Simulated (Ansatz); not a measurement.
# TaGe (model structure, started from the WC type, P-6m2, No. 187, 2 atoms in the cell)

The numbers are results of r²SCAN (Ansatz, a first-principles code, PAW), not measurements.

Numerical settings: plane-wave cutoff 500 eV, 12×12×12 k mesh, Fermi–Dirac smearing 0.05 eV, scalar-relativistic PAW data made under PBE.

Cell (relaxed at this level):

```
CELL_PARAMETERS angstrom
      3.08470     0.00000     0.00000
     -1.54235     2.67142     0.00000
      0.00000     0.00000     4.07345
ATOMIC_POSITIONS crystal
  Ta 0.00000 0.00000 0.00000
  Ge 0.66667 0.33333 0.50000
```

| Quantity | Result |
|---|---|
| band gap | none |

Note: the relaxation could raise the start's symmetry but not lower it, so the cell can be a saddle point.

Spin–orbit coupling is not included.

Static lattice: no zero-point or thermal effects.

It cost very roughly 120 core-seconds of CPU time.

A model structure was made by putting elements into a prototype or built by hand; it is no filed structure, need not be a known phase, and can be a saddle point held by its symmetry.
